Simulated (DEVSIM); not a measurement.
abrupt GaAs n-p junction

Structure: abrupt GaAs n-p junction, at 300 K.

```
layer (left to right)  material  thickness (μm)  Nd (cm⁻³)  Na (cm⁻³)  τn (s)  τp (s)
---------------------  --------  --------------  ---------  ---------  ------  ------
1                          GaAs            2.80     4.8e16          -    2e-9    2e-9
2                          GaAs            25.0          -     1.7e16    2e-9    2e-9
```

Left contact: ohmic. Right contact: ohmic. Voltage is applied to the left contact. Recombination: SRH at mid-gap, radiative. Mobility is μmin + (μ − μmin)/(1 + (N/Nref)^α).

This is a model device: material constants are rounded textbook-type values typed into the input, and sizes, dopings and lifetimes were drawn at random. Values at 300 K.

```
parameter        GaAs
-------------  ------
gap (eV)        1.424
affinity (eV)    4.07
permittivity     12.9
Nc (cm⁻³)      4.7e17
Nv (cm⁻³)        9e18
μn (cm²/Vs)      8500
μp (cm²/Vs)       400
μn,min            500
μp,min             20
Nref,n           6e16
Nref,p         1.5e17
αn               0.39
αp               0.38
B (cm³/s)       2e-10
```

Simulated with DEVSIM: 1D drift-diffusion, Boltzmann statistics, complete ionisation; no tunnelling, impact ionisation, image-force lowering or self-heating.

```yaml
potential_step_across_the_device_at_zero_bias: 1.203 V
largest_field_in_the_device_at_zero_bias: 64000 V/cm
Dark forward voltage at 1 A/cm²: 1.003 V
Dark forward voltage at 100 A/cm²: 1.322 V
```

Dark reverse current:

```csv
V (V),J (A/cm²)
0.10,2.2e-10
0.25,4.5e-10
0.50,7.9e-10
0.75,1.1e-9
1.00,1.4e-9
1.50,1.8e-9
2.00,2.3e-9
2.50,2.7e-9
3.25,3.3e-9
4.00,3.8e-9
5.00,4.4e-9
```

Small-signal capacitance in reverse bias (quasi-static):

```json
[
 {"V (V)": "0.1", "C (nF/cm²)": "30.3"},
 {"V (V)": "0.25", "C (nF/cm²)": "28.6"},
 {"V (V)": "0.5", "C (nF/cm²)": "26.4"},
 {"V (V)": "0.75", "C (nF/cm²)": "24.6"},
 {"V (V)": "1", "C (nF/cm²)": "23.1"},
 {"V (V)": "1.5", "C (nF/cm²)": "20.8"},
 {"V (V)": "2", "C (nF/cm²)": "19.1"},
 {"V (V)": "2.5", "C (nF/cm²)": "17.7"},
 {"V (V)": "3.25", "C (nF/cm²)": "16.2"},
 {"V (V)": "4", "C (nF/cm²)": "14.9"},
 {"V (V)": "5", "C (nF/cm²)": "13.7"}
]
```
